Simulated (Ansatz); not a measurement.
**Input and output of a self-consistent single point for Hf2Ga (I4/mcm, 6 atoms in the cell) (Ansatz, a quantum-chemistry and plane-wave program)**

Method: LDA (PW92), default PAW files made with PBE (plane waves; Ansatz).

Input as run:

Ansatz 0.2 input:
```yaml
crystal:
  lattice:
    - [-3.34915700, 3.34915700, 2.62829100]
    - [3.34915700, -3.34915700, 2.62829100]
    - [3.34915700, 3.34915700, -2.62829100]
  atoms:
    - { symbol: Hf, position: [0.65354000, 0.15354000, 0.80708000] }
    - { symbol: Hf, position: [0.34646000, 0.84646000, 0.19292000] }
    - { symbol: Hf, position: [0.15354000, 0.34646000, 0.50000000] }
    - { symbol: Hf, position: [0.84646000, 0.65354000, 0.50000000] }
    - { symbol: Ga, position: [0.25000000, 0.25000000, 0.00000000] }
    - { symbol: Ga, position: [0.75000000, 0.75000000, 0.00000000] }
basis:
  ecutwfc: 420.0
kpoints:
  mp_grid: { grid: [7, 7, 7] }
hamiltonian:
  xc: lda
  pseudopotentials: { kind: paw }
scf:
  occupations: { method: fermi_dirac, width: 0.1 }
output:
  forces: true
  eigenvalues: true
  stress: true
```

Log, with long lists cut:

```
WARN ansatz: RAYON_NUM_THREADS=1 ignored (pool sized by the plan → 1); use --threads N
Pseudopotentials: kind: paw
Pseudopotential: Hf, paw, valence charge 26
Pseudopotential: Ga, paw, valence charge 13
Crystal: 6 atoms, lattice volume = 117.925 Å³
Basis set: ecut = 420 eV, 2265 PW (Γ)
Bands: 78, of which v1, the nominal top of the filled ones, is band 65 counted from 1 (64 counted from 0)
Symmetry: 16 space group operations
Space group: I4/mcm (ITA 140), of the structure as read, at distance tolerance 4.9e-5 Å
k-points: 40 of 343
PAW frozen core: Hf, regenerated for the run's functional, and the local potential with it
PAW frozen core: Ga, regenerated for the run's functional, and the local potential with it
Initial density: superposition of atomic densities (neutral atoms: chi_scale 0, normalization atom), corrected by the library's trained network
Initial wavefunctions: pseudopotential atomic-orbital guess
Eigensolver: davidson
Functional: x = slater, c = lda
SCF iter   1: F=—  HF=-69323.977961 eV  |F-HF|=—  |Δ(HF+E_count)|=         —  Δρ=6.54e-3  dr2=4.19e-2  ethr=1.77e-3  ⟨swp⟩=5.1  Hψ=9294  notcnv=0  defer=68
all-band conjugate gradients solve this SCF's bands
preconditioner: auto → Kerker (q_TF=auto, 2.773 Å⁻¹)
SCF iter   2: F=—  HF=-69323.971921 eV  |F-HF|=—  |Δ(HF+E_count)|=   6.04e-3  Δρ=3.95e-3  dr2=1.96e-2  ethr=3.22e-5  ⟨swp⟩=2.3  Hψ=4306  notcnv=0  defer=81
SCF iter   3: F=—  HF=-69323.969268 eV  |F-HF|=—  |Δ(HF+E_count)|=   2.65e-3  Δρ=1.26e-3  dr2=2.22e-3  ethr=1.51e-5  ⟨swp⟩=2.0  Hψ=4589  notcnv=0  defer=81
SCF iter   4: F=—  HF=-69323.966804 eV  |F-HF|=—  |Δ(HF+E_count)|=   2.46e-3  Δρ=5.18e-4  dr2=2.61e-4  ethr=1.71e-6  ⟨swp⟩=2.0  Hψ=5642  notcnv=0  defer=81
SCF iter   5: F=—  HF=-69323.966717 eV  |F-HF|=—  |Δ(HF+E_count)|=   8.78e-5  Δρ=1.24e-4  dr2=1.84e-5  ethr=2.01e-7  ⟨swp⟩=2.0  Hψ=5479  notcnv=0  defer=81
SCF iter   6: F=—  HF=-69323.966709 eV  |F-HF|=—  |Δ(HF+E_count)|=   7.41e-6  Δρ=8.18e-5  dr2=4.97e-6  ethr=1.42e-8  ⟨swp⟩=2.1  Hψ=5599  notcnv=0  defer=81
SCF iter   7: F=—  HF=-69323.966708 eV  |F-HF|=—  |Δ(HF+E_count)|=   9.84e-7  Δρ=2.10e-5  dr2=4.43e-7  ethr=3.82e-9  ⟨swp⟩=2.1  Hψ=4819  notcnv=0  defer=81
SCF iter   8: F=-69323.966708 eV  HF=-69323.966708 eV  |F-HF|=1.54e-8  |Δ(HF+E_count)|=   1.72e-7  Δρ=5.46e-6  dr2=3.32e-8  ethr=7.69e-11  ⟨swp⟩=11.0  Hψ=16050  notcnv=0
SCF 1 converged in 8 iterations: F = -69323.966708 eV  dr2 = 3.32e-8
SCF converged after 8 iterations
Free energy (F): -69323.966708 eV
Harris-Foulkes:  -69323.966708 eV  (|F-HF|=1.54e-8)
Internal energy: -69323.774250 eV  (E = F + TS)
E sigma→0 (E₀):  -69323.870479 eV
Entropy (-TS):   -0.192458 eV (-32.076 meV/atom)
Fermi energy:    17.384941 eV
--- Per-component energies (eV) ---
  E_band       = 71.592941
  E_kinetic    = 1927.870066
  E_local      = -23761.411509  (includes V_loc(G=0)·N_el)
  E_nonlocal   = -4085.861606
  E_hartree    = 11163.738484
  E_xc         = -1329.292815
  E_vxc        = -1185.289777  (∫ρ·V_xc dr)
  E_paw        = -30558.428182  (= ΣΔE_a)
  E_vpaw       = 4848.797682  (= ΣTr[D̂ρ^β])
  E_aug_tail   = -0.000298  (compensation charges beyond the density's cutoff)
  E_ewald      = -22693.674320
  E_core_change = 13.285930  (= ΣΔE_core)
  E_smearing   = -0.192458  (= −TS)
  E_closure    = 0.000000  (closes the sum)
  Σ components = -69323.966708   (vs F -69323.966708, Δ=0.00e0)
--- Forces (eV/Å), atoms counted from 1 ---
  atom   1  Hf     0.02009428     0.02009428     0.00000000
  atom   2  Hf    -0.02009428    -0.02009428     0.00000000
  atom   3  Hf    -0.02009428     0.02009428     0.00000000
  atom   4  Hf     0.02009428    -0.02009428     0.00000000
  atom   5  Ga     0.00000000    -0.00000000     0.00000000
  atom   6  Ga     0.00000000     0.00000000     0.00000000
  max |Σ_I F_I| component: 5.20e-17 eV/Å
--- Stress (GPa, compression-positive) ---
       -7.339049      -0.000000       0.000000
       -0.000000      -7.339049       0.000000
        0.000000       0.000000      -6.800505
  P = ⅓ Tr σ = -7.1595 GPa (-71.595 kbar)
  The stress holds the Pulay correction. Without it, at fixed plane waves, as pw.x and ABINIT print it: P = -7.1881 GPa
--- Band table (eV; the first three rows and the last of 40) ---
  k-point 0: bands = ["-44.0798", "-44.0528", "-44.0190", "-44.0190", "-12.9777", "-12.9677", "-12.8114", "-12.8114", "-12.7732", "-12.7732", "-12.7158", "-12.6996", "-12.6970", "-12.4391", "-12.4036", "-12.4036", "3.0691", "3.2396", "3.2396", [...]
  k-point 1: bands = ["-44.0781", "-44.0523", "-44.0212", "-44.0190", "-12.9826", "-12.9558", "-12.8156", "-12.8102", "-12.7990", "-12.7735", "-12.7076", "-12.6898", "-12.6670", "-12.4450", "-12.4255", "-12.4040", "3.0693", "3.2381", "3.2433", [...]
  k-point 2: bands = ["-44.0743", "-44.0502", "-44.0271", "-44.0190", "-12.9901", "-12.9197", "-12.8629", "-12.8029", "-12.7822", "-12.7742", "-12.7294", "-12.6743", "-12.6005", "-12.4760", "-12.4630", "-12.4050", "3.0697", "3.2349", "3.2522", [...]
  k-point 39: bands = ["-44.0573", "-44.0439", "-44.0348", "-44.0347", "-12.9792", "-12.9771", "-12.8569", "-12.8021", "-12.7482", "-12.7415", "-12.6743", "-12.6369", "-12.5302", "-12.5178", "-12.5153", "-12.5120", "3.0713", "3.2530", "3.2531", [...]
```

The run converged in 8 iterations.

The starting cell comes from a database of computed structures (which also holds hypothetical and non-ambient phases and stackings), without a prior relaxation at this level. Its lattice was rescaled by up to half a per cent. Spin-orbit coupling is off. With a pressure of about -7 GPa the cell is away from its equilibrium volume at this level. Ansatz's pressure includes its estimate of the finite-basis (Pulay) stress.
